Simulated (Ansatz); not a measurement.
The starting structures come from a database of crystals and need not be the phases stable at ambient conditions.

The decay constant κ of evanescent states in the gap governs leakage through a thin film.

Here is the system:

```
CELL_PARAMETERS angstrom
      6.73970     0.00000     0.00000
      0.00000     7.89050     0.00000
      0.03495     0.00000     9.13255
ATOMIC_POSITIONS crystal
  Na 0.71310 0.48640 0.70930
  Na 0.28690 0.51360 0.29070
  Na 0.28690 0.98640 0.29070
  Na 0.71310 0.01360 0.70930
  P  0.21260 0.25000 0.61230
  P  0.78740 0.75000 0.38770
  P  0.32300 0.25000 0.92340
  P  0.67700 0.75000 0.07660
  S  0.76540 0.94850 0.22830
  S  0.23460 0.05150 0.77170
  S  0.23460 0.44850 0.77170
  S  0.76540 0.55150 0.22830
  S  0.61730 0.25000 0.95110
  S  0.38270 0.75000 0.04890
  S  0.45020 0.25000 0.47970
  S  0.54980 0.75000 0.52030
  S  0.14500 0.25000 0.09640
  S  0.85500 0.75000 0.90360
  S  0.94880 0.25000 0.51370
  S  0.05120 0.75000 0.48630
```

Space group of this cell: P2_1/m. The cell is taken as given; by r2SCAN its mean pressure is -1.2 GPa.

Transport runs along the normal of the first two printed cell vectors.

The gap is the functional's own. No spin-orbit coupling. Mid-gap values are interpolated on the energy grid.

Question: State the band gap and the smallest decay constant κ at mid-gap according to r2SCAN (Ansatz, a quantum-chemistry and plane-wave program).

Answer: Gap 2.30 eV on a 6×4×4 mesh; κ = 0.317 1/Å, at the zone centre.
